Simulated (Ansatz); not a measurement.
Adsorption energy and surface dipole of O on the 1x1 (111) surface of fcc Rh, one in a 1x1 cell, started at the site 'bridge Rh-Rh (span 2.7 Å)', worked from the runs' numbers; total energies count from the potentials' own zero.

All values below come from PBE (plane waves to 420 eV, PAW; Ansatz, an electronic-structure program).

Set-up: 5 atoms, 6.5 Å thick at the start under the adsorbate (thin: gaps and levels are the slab's own); mesh 12x12x1; 0.1 eV smearing; dipole correction on; 2 atoms held, the rest relaxed; held to the start's symmetry, so lower structures may exist; no spin, no spin-orbit, no U, no dispersion correction. At the end it is bonded to 3 Rh. In PBE it is, or lies within 0.03 eV of, the lowest of the starts that converged.

```tsv
quantity	value
slab with the adsorbate	-26176.104 eV
clean slab, same cell and mesh	-25609.923 eV
reference, ½ O2(g)	-564.968 eV
area of the cell	6.35 Å²
change of the step from the bottom to the top vacuum level	1.276 eV
```

Q: What is the adsorption energy against this reference?

A: E(slab + adsorbate) − E(slab) − E(reference) = -1.21 eV, so in this state the adsorbate is more stable than in the reference, at a coverage of 15.74 a nm².

Q: What dipole does adsorption add to the slab along the outward normal (Helmholtz relation, ε₀ = 0.005526 e/(V·Å))?

A: p = −ε₀·A·ΔV = -0.045 e·Å = -0.22 D; its negative end points to the vacuum, which raises the vacuum level.
